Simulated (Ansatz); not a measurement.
## Electron-phonon data for Ti₃Al (P6_3/mmc)

Input:

```yaml
crystal:
  lattice:
    - [5.68590, 0.00000, 0.00000]
    - [-2.84295, 4.92413, 0.00000]
    - [0.00000, 0.00000, 4.60894]
  atoms:
    - { symbol: Ti, position: [0.83040, 0.66081, 0.25000] }
    - { symbol: Ti, position: [0.16960, 0.33919, 0.75000] }
    - { symbol: Ti, position: [0.16960, 0.83040, 0.75000] }
    - { symbol: Ti, position: [0.83040, 0.16960, 0.25000] }
    - { symbol: Ti, position: [0.33919, 0.16960, 0.25000] }
    - { symbol: Ti, position: [0.66081, 0.83040, 0.75000] }
    - { symbol: Al, position: [0.33333, 0.66667, 0.25000] }
    - { symbol: Al, position: [0.66667, 0.33333, 0.75000] }
```

Calculation: PBEsol, DFPT electron-phonon coupling, linearised Boltzmann equation (plane waves, PAW, scalar-relativistic; Ansatz, a quantum-chemistry and plane-wave program). Cell: relaxed with this functional, without spin-orbit coupling.

```
Quantity                                        Value
--------------------  -------------------------------
resistivity at 300 K     92 (x), 92 (y), 30 (z) μΩ·cm
resistivity at 77 K   8.0 (x), 8.0 (y), 2.8 (z) μΩ·cm
Drude plasma energy    1.53 (x), 1.53 (y), 2.9 (z) eV
```

A metal at this level (no band gap). Only scattering by harmonic phonons is included (no impurities, grain boundaries, electron-electron scattering or thermal expansion). Spin-orbit coupling is left out. Values near or above 100 μΩ·cm, or paths under about 2 nm, lie near resistivity saturation, where the Boltzmann equation overshoots. Halving the electron mesh (16x16x20) moves the resistivity by up to 4 % at 300 K. Smearing 0.20 eV; phonons on a 3x3x3 q mesh, which this run doesn't test and which matters most at low temperature.
